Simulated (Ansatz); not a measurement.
Cu (model structure, started from the diamond type, Fd-3m, No. 227, 2 atoms in the cell): bulk modulus by level of theory

No measured value is used here.

```csv
level (code),value (GPa),cell (Å³/atom)
LDA (Ansatz),78.5,17.06
PBEsol (Ansatz),68.0,17.90
r²SCAN (Ansatz),65.9,18.09
```

LDA, PBEsol, r²SCAN: the run has no spin polarisation, so it can have missed a magnetic state. LDA, PBEsol, r²SCAN: the bulk modulus is −V dP/dV from two relaxed cells at ±2 % in volume. Each level is taken at its own relaxed cell. Cutoffs differ between the levels. Ansatz's density-functional and Hartree–Fock values are scalar-relativistic unless marked +SOC, with PAW data made under PBE.

A model structure was made by putting elements into a prototype or built by hand; it is no filed structure, need not be a known phase, and can be a saddle point held by its symmetry.

Ansatz is a quantum-chemistry and plane-wave program.
